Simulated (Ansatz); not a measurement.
Worked calculations on one periodic cell of amorphous Ti20O43In2: Ti20O43In2, 65 atoms, volume 818.4 Å³, made by a melt-quench on the CHGNet potential and relaxed with DFT. O atoms were pushed apart under 1.9 Å during the dynamics, to hinder bonds among them. It is a model cell: composition and starting density were chosen by hand, and all elements were melted together. Cycles of charging were run to anneal it. Computed with PBE, scalar-relativistic without spin-orbit coupling (plane waves to 420 eV, PAW; Ansatz, a first-principles code). Sampling: a 2×2×2 Γ-centred mesh; Fermi-Dirac width 0.02 eV; no spin polarisation. Its volume was relaxed, its shape was free, and it stands at a mean pressure of 0.0 GPa with stress components up to 0.1 GPa; the relaxation ran on the zone centre alone. Its density went from a set 3.87 to 3.80 g/cm³. The cell is small and was quenched far faster than a real film, so it is one sample of the glass.

Question: Count formal charges (Ti +4, O -2, In +3). What does the count lead one to expect at the Fermi level, and what does the calculation give?

Answer: 20 × (+4) + 43 × (-2) + 2 × (+3) = 0. The charges balance, so the anion-derived valence states can be full and a gap can open. On this mesh the highest filled and lowest empty level lie 2.64 eV apart, the PBE gap of this cell.

Four energies for an added electron at PBE on the zone centre alone (charged cells in a uniform background, spin-polarised): neutral at the neutral geometry -85664.483 eV; charged at the neutral geometry -85655.434 eV; charged and relaxed -85655.532 eV; neutral at the charged geometry -85664.339 eV.

Question: Find the two relaxation energies and their sum, the reorganisation energy.

Answer: On charging: -85655.434 − (-85655.532) = 0.098 eV. On discharging: -85664.339 − (-85664.483) = 0.144 eV. The sum is 0.242 eV. The carrier's level spreads over 10 of the 65 atoms' worth, so it counts as partly localised, most on one Ti atom with neighbours O 1.83 Å, O 1.83 Å, O 1.95 Å, O 1.99 Å, O 2.08 Å, O 2.44 Å (neutral geometry). The values are uncorrected: the image energy of a point charge in this cell, 2.84 × 14.40 / (2 × 9.4) = 2.2 eV before screening, is screened by electrons alone at the fixed geometry and by ions too after relaxing, and the carrier can be spread before it relaxes, so each term can be off by up to that value times 1/ε∞, some tenths of an eV. PBE's self-interaction favours spread-out carriers, so a hybrid can localise more.

Four energies for a hole at PBE on the zone centre alone (charged cells in a uniform background, spin-polarised): neutral at the neutral geometry -85664.483 eV; charged at the neutral geometry -85670.692 eV; charged and relaxed -85671.060 eV; neutral at the charged geometry -85663.433 eV.

Question: Find the two relaxation energies and their sum, the reorganisation energy.

Answer: On charging: -85670.692 − (-85671.060) = 0.368 eV. On discharging: -85663.433 − (-85664.483) = 1.050 eV. The sum is 1.418 eV. The carrier's level spreads over 3 of the 65 atoms' worth, so it counts as localised, most on one O atom with neighbours Ti 1.86 Å, Ti 1.90 Å (neutral geometry). The values are uncorrected: the image energy of a point charge in this cell, 2.84 × 14.40 / (2 × 9.4) = 2.2 eV before screening, is screened by electrons alone at the fixed geometry and by ions too after relaxing, and the carrier can be spread before it relaxes, so each term can be off by up to that value times 1/ε∞, some tenths of an eV. PBE's self-interaction favours spread-out carriers, so a hybrid can localise more.
